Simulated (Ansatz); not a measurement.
Structure of amorphous In$_{9}$Ga$_{9}$Zn$_{9}$O$_{41}$Nb$_{2}$ (periodic cell):

```xyz
70
Lattice="9.1443 0.0917 -0.0551 0.0917 10.3914 -0.1087 -0.0551 -0.1087 9.3592" Properties=species:S:1:pos:R:3 pbc="T T T"
In     8.0600     4.8949     6.6741
In     6.3448     8.8738     1.3423
In     8.4057    10.4214     3.6193
In     2.6739     8.1370     8.2952
In     4.1302     2.2201     9.2824
In     3.1746     6.6778     5.4632
In     4.6405     5.7397     9.0242
In     5.4840     5.5420     3.2494
In     2.2559     7.3871     2.4622
Ga     4.6844     2.8713     5.7698
Ga     0.9348     0.9161     8.2451
Ga     1.4630     1.9683     2.2167
Ga     0.1254     4.7037     2.9975
Ga     3.4860    10.2046     1.1347
Ga     6.1052     7.3779     6.6466
Ga     0.0901     9.2647     0.6024
Ga     7.6293     6.0256     0.4295
Ga     8.1678     7.1442     4.0848
Zn     4.6894    10.1750     7.4361
Zn     1.5486     4.9339     9.2606
Zn     6.9549     1.4931     6.6285
Zn     5.2315     8.9501     4.3911
Zn     3.1037     3.9293     3.7725
Zn     5.0113     1.4418     3.1444
Zn     1.4541     3.3701     6.2368
Zn     7.4534     3.0959     4.2613
Zn     0.2170     8.2098     6.5918
O      2.7649     6.7240     0.4481
O      5.8888     6.4722     1.3148
O      0.6840     9.3603     8.2295
O      8.0552     1.4285     8.1728
O      3.4287     4.0966     9.1074
O      3.2440     4.1049     5.7611
O      1.8462     9.1776     1.3873
O      5.9825     9.2244     6.2990
O      1.1311     0.8004     3.6022
O      5.0649     3.4192     3.7222
O      0.4867     9.4715     5.1746
O      6.5178     3.5342     6.0460
O      2.8033     0.6191     8.8794
O      9.1409     4.0639     4.8986
O      0.5903     1.7927     0.6014
O      5.0004     1.7391     7.3236
O      3.4184     5.8856     3.4080
O      4.3280     6.9717     7.3629
O      1.4228     1.3945     6.5010
O      8.0345    10.4479     1.4631
O      6.7074     6.0390     8.0141
O      5.9080     1.6868     1.0083
O      4.6416     9.2060    -0.0630
O      3.7026     1.2471     4.8672
O      0.7512     6.5591     3.6662
O      7.1123     4.0495     0.1564
O      5.3345     6.8997     4.9241
O      1.6946     3.7513     2.5880
O      8.2492     2.9043     2.4194
O      8.0042     7.9601     0.3979
O      3.0057     9.4940     6.6078
O      3.0344     8.6383     4.1799
O      0.5514     4.1417     7.7982
O      1.6469     6.9164     6.8600
O      4.9168     9.8457     2.5638
O      7.5156     5.5121     3.4001
O      3.3263     1.6028     1.9224
O      6.8619     1.2094     4.6294
O      0.1266     5.4445     1.1783
O      7.2318     8.5900     3.4239
O      7.9500     7.0223     5.9555
Nb     2.2246     0.0086     5.2118
Nb     7.6560     2.3635     0.6344
```

Computed with PBE, scalar-relativistic without spin-orbit coupling (plane waves to 420 eV, PAW; Ansatz, an electronic-structure program).

The cell was made by melting and quenching with the CHGNet potential and then relaxed with DFT. O atoms were pushed apart under 1.9 Å during the dynamics, to hinder bonds among them. The hot cell started wider than the set density and was brought back towards it in steps. It is the lowest in DFT energy of 2 quenches. It is a model cell: composition and starting density were chosen by hand, and all elements were melted together. No dispersion term was used. Its density started from a set value of 5.77 and ended at 5.77 g/cm³. Cooling (nominally 210 K/ps over its main leg) ran many orders faster than in experiment, which tends to leave more defects and strain. A cell of this size samples the disorder only roughly. The volume was held where the preparation left it and the shape relaxed, at a PBE pressure of 0.9 GPa. Stress components on the final sampling reach 1.0 GPa.

Cut-offs for bonds: In-In 3.12 Å, In-Ga 2.90 Å, In-Zn 2.90 Å, In-O 2.64 Å, In-Nb 3.12 Å, Ga-Ga 2.68 Å, Ga-Zn 2.68 Å, Ga-O 2.34 Å, Ga-Nb 2.90 Å, Zn-Zn 2.68 Å, Zn-O 2.62 Å, Zn-Nb 2.90 Å, O-O 1.58 Å, O-Nb 2.53 Å, Nb-Nb 3.12 Å. Two cations that share two anions don't count as bonded, nor two that share one unless they lie closer than In-In 3.04 Å, In-Ga 2.82 Å, In-Zn 2.82 Å, In-Nb 3.04 Å, Ga-Ga 2.61 Å, Ga-Zn 2.61 Å, Ga-Nb 2.82 Å, Zn-Zn 2.61 Å, Zn-Nb 2.82 Å, Nb-Nb 3.04 Å.

Question: Give the coordination numbers, mean bond lengths and angles.

Answer: 
| Quantity | Result |
|---|---|
| Mean coordination of In by anions | 5.33 (6 with 5, 3 with 6) |
| Mean coordination of Ga by anions | 4.78 (3 with 4, 5 with 5, 1 with 6) |
| Mean coordination of Zn by anions | 4.67 (5 with 4, 2 with 5, 2 with 6) |
| Mean coordination of O | 3.54 (1 with 2, 18 with 3, 21 with 4, 1 with 5) |
| Mean coordination of Nb by anions | 6.00 (2 with 6) |
| Mean In-O bond | 2.195 Å (spread 0.109 Å, 48 counted) |
| Mean Ga-O bond | 1.955 Å (spread 0.089 Å, 43 counted) |
| Mean Zn-O bond | 2.085 Å (spread 0.152 Å, 42 counted) |
| Mean O-Nb bond | 2.047 Å (spread 0.166 Å, 12 counted) |
| Bond angle at In | mean 104.6°, spread 26.9° |
| Bond angle at Ga | mean 106.8°, spread 24.7° |
| Bond angle at Zn | mean 106.2°, spread 26.7° |
| Bond angle at O | mean 111.0°, spread 17.8° |
| Bond angle at Nb | mean 104.0°, spread 30.2° |

Question: List the pairs of like atoms that count as bonded by the rules above.

Answer: There are none by these rules.
